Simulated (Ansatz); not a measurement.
The starting structures come from a database of crystals and need not be the phases stable at ambient conditions.

By PBEsol, the system below comes out a metal.

Data:

```
CELL_PARAMETERS angstrom
      4.82465     0.00000     0.00000
     -2.41233     4.17827     0.00000
      2.41233    -1.39276     3.93931
ATOMIC_POSITIONS crystal
  Zr 0.00000 0.00000 0.00000
  Cu 0.75000 0.25000 0.75000
  Cu 0.37589 0.12767 0.37589
  Cu 0.87233 0.62411 0.37589
  Cu 0.37589 0.62411 0.37589
  Cu 0.37589 0.62411 0.87233
```

Space group of this cell: F-43m. The cell is taken as given; by PBEsol its mean pressure is -2.3 GPa.

The current flows along the normal of the first two printed cell vectors, the (111) plane of the conventional cell. No spin-orbit coupling; the value is a mean over 0.1 eV about the Fermi level.

**Question.** Predict the ballistic conductance per area from Ansatz (an electronic-structure program) with PBEsol.

**Answer.** 0.67 × 10¹⁵ S/m² for both spins.
